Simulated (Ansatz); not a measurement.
Base system: AlN in the zinc blende structure (space group F-43m, No. 216).

```xyz
2
Lattice="0.0000 2.1848 2.1848 2.1848 0.0000 2.1848 2.1848 2.1848 0.0000" Properties=species:S:1:pos:R:3 pbc="T T T"
N      3.2772     3.2772     3.2772
Al     0.0000     0.0000     0.0000
```

Cartesian axes are those of the cell as printed.

Computed with Ansatz (a quantum-chemistry and plane-wave program), r2SCAN, PAW, cutoff 500 eV, no SOC, earlier PAW set.

Before the change:

```
Item                            Result
-----------------------------  -------
Shortest interatomic distance  1.892 Å
Band gap                       3.93 eV
Smallest direct gap            4.84 eV
```

Now apply this change: a free-standing slab of 1 layer (2 atoms, 2 a layer) is cut normal to [110], with 15 Å of vacuum and the in-plane cell held at bulk.

**Question.** What does the calculation give for the gap character after the change?

**Answer.** The gap character is indirect, U → Γ.

**Question.** What does the calculation give for the shortest interatomic distance after the change?

**Answer.** The shortest interatomic distance decreases by 0.216 Å (1.892 Å → 1.676 Å).

**Question.** Predict the new band gap.

**Answer.** The band gap drops by 2.29 eV to 1.64 eV.

**Question.** How does this affect the smallest direct gap?

**Answer.** The smallest direct gap decreases by 1.84 eV (4.84 eV → 3.00 eV).

No phonon test of stability was made. This is not the structure that AlN has at room temperature and ambient pressure. Labels are those of the standard path for the cell's own space group.
